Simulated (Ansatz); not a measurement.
Here is the system:

```yaml
crystal:
  lattice:
    - [4.41930, 0.00000, 0.00000]
    - [0.00000, 4.41930, 0.00000]
    - [0.00000, 0.00000, 4.41930]
  atoms:
    - { symbol: Zr, position: [0.00000, 0.50000, 0.50000] }
    - { symbol: Zr, position: [0.50000, 0.00000, 0.50000] }
    - { symbol: Zr, position: [0.50000, 0.50000, 0.00000] }
    - { symbol: Tl, position: [0.00000, 0.00000, 0.00000] }
```

Level of theory: PBEsol, DFPT electron-phonon coupling, linearised Boltzmann equation (plane waves, PAW, scalar-relativistic; Ansatz, an electronic-structure program). How the cell was made: relaxed with this functional, without spin-orbit coupling.

Task: What phonon-limited resistivity does this give at 300 K?

Result: 30 μΩ·cm.

Task: And the electrons' mean free path at that temperature?

Result: 4.9 nm, weighted by the current that each state carries. Wires not much wider than this gain resistivity from their walls.

A metal at this level (no band gap). Only scattering by harmonic phonons is included (no impurities, grain boundaries, electron-electron scattering or thermal expansion). Spin-orbit coupling is left out, which matters with elements this heavy. Halving the electron mesh (20x20x20) moves the resistivity by up to 7 % at 300 K, the mean free path by up to 7 %. Smearing 0.20 eV; phonons on a 3x3x3 q mesh, which this run doesn't test.

Computed structure with no diffraction record at hand here (it may be known, metastable or hypothetical): Zr3Tl (Pm-3m).
